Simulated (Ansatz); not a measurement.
# CaO, response to strain

Base system: CaO in the rock salt structure (space group Fm-3m, No. 225; a = 4.8307 Å).

Strains are applied to the cell and any free atomic positions relax.

Computed with PBE (Ansatz, a quantum-chemistry and plane-wave program; PAW; 420 eV plane waves; spin-orbit coupling left out).

Computed cases, in order: isotropic strain −4.13 %; the unstrained base; isotropic strain +0.36 %; isotropic strain +2.10 %; isotropic strain +2.77 %; isotropic strain +4.80 %.

**Question.** Between which two neighbouring cases does the gap turn between direct and indirect?

**Answer.** Between isotropic strain +2.77 % (3.66 eV, indirect, Γ → X) and isotropic strain +4.80 % (3.57 eV, direct at Γ). The whole series: isotropic strain −4.13 %: 3.60 eV, indirect, Γ → X; the unstrained base: 3.66 eV, indirect, Γ → X; isotropic strain +0.36 %: 3.66 eV, indirect, Γ → X; isotropic strain +2.10 %: 3.66 eV, indirect, Γ → X; isotropic strain +2.77 %: 3.66 eV, indirect, Γ → X; isotropic strain +4.80 %: 3.57 eV, direct at Γ.

Gaps are read on the SCF mesh and a high-symmetry path. No phonon test of stability was made.
